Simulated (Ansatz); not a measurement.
Base system: SiC in the zinc blende structure (space group F-43m, No. 216).

```
SiC
1.0
    0.00000     2.16449     2.16449
    2.16449     0.00000     2.16449
    2.16449     2.16449     0.00000
Si C
1 1
Direct
  0.00000   0.00000   0.00000
  0.25000   0.25000   0.25000
```

All numbers come from Ansatz (a program for electronic structure) LDA, no SOC.

Strains are applied to the cell and any free atomic positions relax.

One change was made to it. Results:

The energy grows by 64 meV/atom; the hole mass (degenerate bands, along [100]) goes from 0.39, 0.59, 0.59 mₑ (at Γ) to 0.44, 0.60, 0.60 mₑ (at Γ); the electron mass changes from 0.68 mₑ along k, 0.23 mₑ across (at X) to 0.65 mₑ along k, 0.22 mₑ across (at X).

Question: Which of these changes matches the shifts?
A. isotropic strain −3.00 %
B. isotropic strain −1.50 %
C. isotropic strain +2.00 %
D. isotropic strain +0.50 %
E. isotropic strain +3.00 %

Answer: A, isotropic strain −3.00 %. For comparison, the energy relative to the base in the other runs: isotropic strain +2.00 % gives +25 meV/atom; isotropic strain −1.50 % gives +15 meV/atom; isotropic strain +3.00 % gives +54 meV/atom; isotropic strain +0.50 % gives +1.6 meV/atom.

The levels and masses belong to the bands next to the band gap. Effective masses come from finite differences of ±0.01 Å⁻¹. Along k means along the line from Γ to the band edge. No phonon test of stability was made.
